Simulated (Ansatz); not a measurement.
## InSbO4 (model structure, started from the BPO4 type, I-4, No. 82, 6 atoms in the cell)

Computed with LDA (plane waves, PAW; Ansatz, a quantum-chemistry and plane-wave program).

Settings: plane-wave cutoff 520 eV, 8×8×8 k mesh, Fermi–Dirac smearing 0.01 eV, scalar-relativistic PAW data made under PBE.

Cell (relaxed with PBEsol):

```cif
data_InO4Sb
_chemical_formula_sum 'In1 Sb1 O4'
_space_group_name_H-M_alt 'P 1'
_space_group_IT_number 1
_cell_length_a 5.67804
_cell_length_b 5.67804
_cell_length_c 5.67804
_cell_angle_alpha 117.881
_cell_angle_beta 117.881
_cell_angle_gamma 93.712
loop_
_space_group_symop_operation_xyz
  'x, y, z'
loop_
_atom_site_label
_atom_site_type_symbol
_atom_site_fract_x
_atom_site_fract_y
_atom_site_fract_z
_atom_site_occupancy
In1 In 0.25000 0.75000 0.50000 1
Sb1 Sb 0.00000 0.00000 0.00000 1
O1 O 0.27573 0.35726 0.37841 1
O2 O 0.64274 0.02115 0.91847 1
O3 O 0.97885 0.89732 0.62159 1
O4 O 0.10268 0.72427 0.08153 1
```

```json
{
 "band_gap": "2.21 eV",
 "smallest_direct_gap_on_the_k_points_sampled": "2.26 eV"
}
```

Note: the relaxation could raise the start's symmetry but not lower it, so the cell can be a saddle point; cell and atoms aren't relaxed at this level (largest force component 0.28 eV/Å, pressure -2.5 GPa).

Spin–orbit coupling is not included.

Static lattice: no zero-point or thermal effects.

A model structure was made by putting elements into a prototype or built by hand; it is no filed structure, need not be a known phase, and can be a saddle point held by its symmetry.
